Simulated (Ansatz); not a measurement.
## F interstitial in hcp Os

Computed with PBE, PAW (plane waves to 420 eV; Ansatz, a quantum-chemistry and plane-wave program). Cell and caveats: 48-site cell; 4×4×4 shifted k-points; start: void with 6Os nearest; not converged in cell size; the relaxation kept the symmetry of the starting site; relaxed from one start, so a lower configuration may exist; flagged in the runs: a host that isn't quite at rest in this cell.

Neighbours after relaxation, in Å: of the F atom: Os 2.17, Os 2.17, Os 2.17, Os 2.17, Os 2.17, Os 2.17.

Formation energies E_f are those of the neutral cell. Chemical conditions: host crystal and elements as references (Δμ(F) = 0.00 eV; F taken from its element, since no compound that bounds it was computed at this level; only phases computed here count, gases as isolated molecules at 0 K). Reference phases: F: F2 molecule in a box.

The name describes the start; the neighbours show where the atoms ended.

```csv
charge,moment (μB),largest move off a lattice site (Å),"E_f, host crystal and elements as references (eV)"
0,not spin-polarised,0.25,6.09
```

Flagged in the runs: a host that isn't quite at rest in this cell.
